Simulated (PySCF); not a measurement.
PySCF 2.14.0, B3LYP/def2-svp, df: Ta(S)(OMe)(OSiH3)2 (C[O][Ta](=[S])([O][SiH3])[O][SiH3]), 17 atoms. The geometry is a generated start, not checked to be a minimum at this level.

```yaml
task: energy
method: b3lyp
basis: def2-svp
two_electron_scheme: density fitting
mol.max_memory: 3000 MB
mf.max_cycle: 100
mf.conv_tol: 1e-09 (default)
mf.grids.level: 3 (default)
effective_core_potentials: those of the basis set, past Kr
basis_functions: 187
grid_points: 225888
```

```xyz
17

Ta    -0.1418     0.3666     0.0094
S      0.0468     2.6087    -0.0714
O     -1.8181     0.1104    -0.6025
C     -3.0833     0.2519    -1.1628
H     -3.2599    -0.5476    -1.8932
H     -3.8480     0.1986    -0.3797
H     -3.1471     1.2251    -1.6653
O      0.3257     0.0101     1.8039
Si     0.7569    -0.1430     3.3580
H      0.2803     1.0596     4.0451
H      2.2171    -0.2840     3.3893
H      0.0897    -1.3568     3.8504
O      1.2782    -0.1895    -1.1062
Si     2.3689    -0.7166    -2.1823
H      3.6426    -0.8334    -1.4661
H      2.4021     0.2651    -3.2720
H      1.8900    -2.0253    -2.6548
```

Charge 0 and multiplicity 1 are set for this test and not shown to be the ground state.

With the defaults (mf.DIIS = CDIIS, mf.diis = true, mf.init_guess = minao, mf.diis_space = 8, mf.damp = 0, mf.diis_start_cycle = 1, mf.level_shift = 0) it converges in 16 Fock builds. One run each on 2 threads, 1 BLAS thread, with these changes:
- mf.DIIS = EDIIS
- mf.init_guess = 1e
- mf.level_shift = 1 Hartree
- mf.diis_space = 12
- mf.diis = false
- mf.diis_space = 3
- mf.damp = 0.3, mf.diis_start_cycle = 4
- mf.diis_space = 20
- mf.damp = 0.7, mf.diis_start_cycle = 8

Problem. Name the settings that don't reach the solution of the defaults.

Solution. No convergence: mf.DIIS = EDIIS; mf.diis = false (the run ends without SCF convergence in 100 cycles). The rest reach the solution of the defaults.

```json
[
 {"setting": "mf.diis_space = 20", "Fock builds": "15", "end": "same solution"},
 {"setting": "mf.diis_space = 12", "Fock builds": "15", "end": "same solution"},
 {"setting": "the defaults", "Fock builds": "16", "end": "same solution"},
 {"setting": "mf.damp = 0.7, mf.diis_start_cycle = 8", "Fock builds": "16", "end": "same solution"},
 {"setting": "mf.init_guess = 1e", "Fock builds": "21", "end": "same solution"},
 {"setting": "mf.damp = 0.3, mf.diis_start_cycle = 4", "Fock builds": "24", "end": "same solution"},
 {"setting": "mf.diis_space = 3", "Fock builds": "44", "end": "same solution"},
 {"setting": "mf.level_shift = 1 Hartree", "Fock builds": "45", "end": "same solution"},
 {"setting": "mf.DIIS = EDIIS", "Fock builds": "101", "end": "no convergence"},
 {"setting": "mf.diis = false", "Fock builds": "101", "end": "no convergence"}
]
```
